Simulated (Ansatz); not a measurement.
The starting structures come from a database of crystals and need not be the phases stable at ambient conditions.

By PBEsol, the system below comes out a metal.

Without scattering a metal conducts by its projected Fermi surface.

Here is the system:

```
CELL_PARAMETERS angstrom
      2.96027     0.00000     0.00000
      0.00000     2.96027     0.00000
      1.48013    -1.48013     2.05218
ATOMIC_POSITIONS crystal
  Ag 0.00000 0.00000 0.00000
```

The cell is strained (lengths across the current scaled by 1.02, ions clamped); by PBEsol it stands under a pressure of -7.3 GPa.

The current flows along the normal of the first two printed cell vectors, the (001) (indices of the unstrained crystal) plane of the conventional cell. No spin-orbit coupling; the value is a mean over 0.1 eV about the Fermi level.

Task: Estimate the ballistic conductance per area that Ansatz (a program for electronic structure) with PBEsol returns for this system.

Result: 0.84 × 10¹⁵ S/m² for both spins.
